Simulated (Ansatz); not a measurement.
Start from Mo in the bcc (W type) structure (space group Im-3m, No. 229; a = 3.151 Å; relaxed with 0.1 eV smearing). Axes: x, y, z lie along the cube axes.

Method: Ansatz (a first-principles code), r2SCAN, PAW, cutoff 500 eV, spin-orbit coupling left out.

It is then changed as follows: uniaxial strain ε_zz = +2.00 %, all other strain components held at zero; the atoms relax in the strained cell.

Predict the stress tensor and what it implies for the stiffness.

Stress of the strained cell less that of the base (GPa, compression positive):
```
   -3.1     0.0     0.0
    0.0    -3.1     0.0
    0.0     0.0    -9.2
```

Then −Δσ_ii/ε with ε = 0.0200 gives secant stiffness values (nonlinear terms included at this strain): C33 ≈ 460 GPa, C13 ≈ 154 GPa and C23 ≈ 154 GPa.

As a check, the harmonic strain energy −½ V₀ Δσ:ε is 9.0 meV/atom; the computed energy rise is 9.2 meV/atom.

Stability against distortions was not tested. The final runs are not spin-polarised.
